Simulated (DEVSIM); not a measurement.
Device: abrupt InP p-n junction, at 300 K.

| layer (left to right) | material | thickness (μm) | Nd (cm⁻³) | Na (cm⁻³) | τn (s) | τp (s) |
|---|---|---|---|---|---|---|
| 1 | InP | 39.0 | - | 2.9e17 | 1.5e-9 | 1.5e-9 |
| 2 | InP | 41.0 | 1.6e14 | - | 1.5e-9 | 1.5e-9 |

Left contact: ohmic. Right contact: ohmic. Voltage is applied to the left contact. Recombination: SRH at mid-gap, radiative, Auger. Mobility is μmin + (μ − μmin)/(1 + (N/Nref)^α).

Constants are typed, rounded textbook-type inputs, not results; the design itself was drawn at random and stands for no fabricated device. Values at 300 K; Nc and Nv go as T^1.5, mobilities as T to minus their exponent, the gap by Varshni's rule with the affinity fixed.

```tsv
parameter	InP
gap (eV)	1.344
affinity (eV)	4.38
permittivity	12.5
Nc (cm⁻³)	5.7e17
Nv (cm⁻³)	1.1e19
μn (cm²/Vs)	5200
μp (cm²/Vs)	170
μn,min	400
μp,min	10
Nref,n	3e17
Nref,p	4.9e17
αn	0.47
αp	0.62
T exponent of μn	2
T exponent of μp	2
B (cm³/s)	1.2e-10
Cn (cm⁶/s)	9e-31
Cp (cm⁶/s)	9e-31
Varshni α (eV/K)	0.000363
Varshni β (K)	162
```

DEVSIM, 1D drift-diffusion, Boltzmann statistics, complete ionisation; no tunnelling, impact ionisation, image-force lowering or self-heating.

The temperature was swept, all else fixed.

| temperature (K) | largest field in the device at zero bias (V/cm) | dark forward voltage at 1 A/cm² (V) | potential step across the device at zero bias (V) |
|---|---|---|---|
| 250 | 26000 | 0.975 | 1.117 |
| 300 | 29000 | 0.874 | 1.039 |
| 350 | 31000 | 0.774 | 0.958 |
| 400 | 33000 | 0.673 | 0.874 |
| 450 | 35000 | 0.573 | 0.789 |
| 500 | 37000 | 0.474 | 0.703 |

From the first row to the last the largest field in the device at zero bias goes from 26000 to 37000. From the first row to the last the dark forward voltage at 1 A/cm² goes from 0.975 to 0.474.
